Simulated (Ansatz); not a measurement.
Density of states of CdS (P6_3mc) above the conduction band minimum, HSE06, rigid bands in Ansatz (a quantum-chemistry and plane-wave program); cell volume 98.9 Å³.

```
energy from edge (eV)  10⁻³ states/eV/cell
---------------------  -------------------
0.006                                 3.55
0.031                                 8.70
0.056                                 11.8
0.081                                 14.9
0.106                                 17.5
0.131                                 20.2
0.156                                 22.4
0.181                                 25.0
0.206                                 27.0
0.231                                 29.6
0.256                                 32.6
0.281                                 34.8
0.319                                 38.3
0.344                                 40.5
0.369                                 43.1
0.394                                 45.7
0.419                                 47.7
0.444                                 52.1
0.469                                 53.7
0.494                                 56.5
0.519                                 59.2
0.544                                 62.5
0.569                                 65.1
0.594                                 68.4
```

### Question
What effective density of states at 300 K does this give (∫ g(E) exp(−E/k_BT) dE, both spins, divided by the cell's size)?

### Answer
1.9e18 cm⁻³, a density-of-states mass of 0.176 mₑ, valleys and band degeneracy included.

Spin-orbit coupling is left out. Geometry: cell and atoms relaxed with PBEsol.
